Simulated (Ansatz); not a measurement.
The parent structure is GaSb in the zinc blende structure (space group F-43m, No. 216; a = 6.134 Å).

The values are results of Kohn–Sham DFT with the r2SCAN functional, run in Ansatz (a quantum-chemistry and plane-wave program) with PAW and 500 eV plane waves, spin-orbit coupling left out, earlier PAW set, not measurements.

Base values:

* **Electron mass**: 0.023 mₑ (at Γ)
* **Valley order**: Γ 0.41 eV; L along ⟨111⟩ 0.68 eV; a point along ⟨100⟩, about 0.9 Å⁻¹ from Γ 1.10 eV

The change: the cell is scaled by 0.9843 in all directions, atoms relaxed at fixed cell.

Task: What does the calculation give for the mean gap deformation potential ΔEg/Δln V, electron mass and valley order after the change?

Result: The mean gap deformation potential ΔEg/Δln V comes out as -7.7 eV; the electron mass becomes 0.041 mₑ (at Γ) (base: 0.023 mₑ (at Γ)); the valley order (the lowest conduction-band minima on the path, energy above the VBM, named in the base's zone) changes from Γ 0.41 eV; L along ⟨111⟩ 0.68 eV; a point along ⟨100⟩, about 0.9 Å⁻¹ from Γ 1.10 eV to Γ 0.78 eV; L along ⟨111⟩ 0.80 eV; a point along ⟨100⟩, about 0.9 Å⁻¹ from Γ 1.04 eV.

With Sb present, leaving out spin-orbit coupling can change the band edges. The cells carry an imposed strain or load. Effective masses come from finite differences of ±0.01 Å⁻¹. Whether these cells are dynamically stable was not tested.
